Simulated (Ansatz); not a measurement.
# TlBr under a change: biaxial strain −1.67 %, plane normal [111], relaxed out of plane

The parent structure is TlBr in the CsCl type structure (space group Pm-3m, No. 221; a = 3.8395 Å). Axes: x, y, z lie along the cube axes.

Modification: compressive biaxial strain of 1.67 % in the plane normal to [111], as in epitaxy on a mismatched substrate; the out-of-plane cell vector and the atoms relax.

Computed with DFT with LDA, PAW potentials and a 420 eV plane-wave cutoff in Ansatz (a program for electronic structure), no SOC. k-mesh 9×9×9 (Γ-centred); smearing 0.05 eV (Fermi–Dirac).

```json
[
 {"quantity": "volume per atom", "base": "28.30 Å³", "changed": "27.87 Å³", "shift": "-0.43 Å³"},
 {"quantity": "space group", "base": "Pm-3m (No. 221)", "changed": "R-3m (No. 166)", "shift": "–"},
 {"quantity": "shortest interatomic distance", "base": "3.325 Å", "changed": "3.283 Å", "shift": "-0.042 Å"},
 {"quantity": "energy relative to the base (free energy F)", "base": "0 meV/atom", "changed": "+2.6 meV/atom", "shift": "+2.6 meV/atom"},
 {"quantity": "band gap", "base": "1.37 eV", "changed": "1.26 eV", "shift": "-0.102 eV"},
 {"quantity": "gap character", "base": "–", "changed": "indirect, L → T", "shift": "–"},
 {"quantity": "smallest direct gap", "base": "1.37 eV", "changed": "1.30 eV", "shift": "-0.063 eV"},
 {"quantity": "electron mass", "base": "0.12 mₑ along k, 0.19 mₑ across (at X)", "changed": "0.15 mₑ along k, 0.48 mₑ across (at R)", "shift": "–"},
 {"quantity": "out-of-plane strain", "base": "–", "changed": "+1.86 %", "shift": "–"},
 {"quantity": "ratio −ε⊥/ε∥", "base": "–", "changed": "1.11", "shift": "–"},
 {"quantity": "mean in-plane stress (compression positive)", "base": "–", "changed": "+0.9 GPa", "shift": "–"}
]
```

Final structure (turned so that z lies along the plane normal):

```xyz
2
Lattice="5.3392 0.0000 0.0000 2.6696 4.6239 0.0000 2.6696 -1.5413 2.2579" Properties=species:S:1:pos:R:3 pbc="T T T"
Tl     0.0000     0.0000     0.0000
Br     2.6696     1.5413     1.1290
```

Spin-orbit coupling, missing from the scalar runs, can matter with Tl. Effective masses come from finite differences of ±0.01 Å⁻¹. Along k means along the line from Γ to the band edge. No phonon test of stability was made. Labels are those of the standard path for the cell's own space group.
